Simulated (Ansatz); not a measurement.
The parent structure is a 16-atom supercell of Si in the diamond structure (space group Fd-3m, No. 227; a = 5.4441 Å) at its relaxed geometry.

Computed with r2SCAN (Ansatz, a program for electronic structure; PAW; 500 eV plane waves; no SOC), earlier PAW set.

For the base:

```
Quantity   Result
--------  -------
Pressure  0.0 GPa
```

The change: one Li atom is added in an open site, starting 2.22 Å from the nearest host atom, atoms relaxed at fixed cell, starting from a slightly rattled geometry.

### Question
Predict the new pressure, largest displacement of a host atom from its site in the perfect cell and final site of the added atom.

### Answer
The pressure goes from zero to 1.2 GPa; the largest displacement of a host atom from its site in the perfect cell comes out as 0.06 Å; the final site of the added atom amounts to 10 Si at 2.41–2.75 Å.

Other magnetic orders, which the real material may have, were not ruled out. In so small a cell the defect repeats every few ångströms: this is an ordered compound, not a dilute defect. The mesh was chosen for an insulator and is coarse for the gapless case. Seeded moments were not kept for Li interstitial (started 2.22 Å from the nearest host atom). The defect cell is spin-polarised and ends with 0.0 μB.
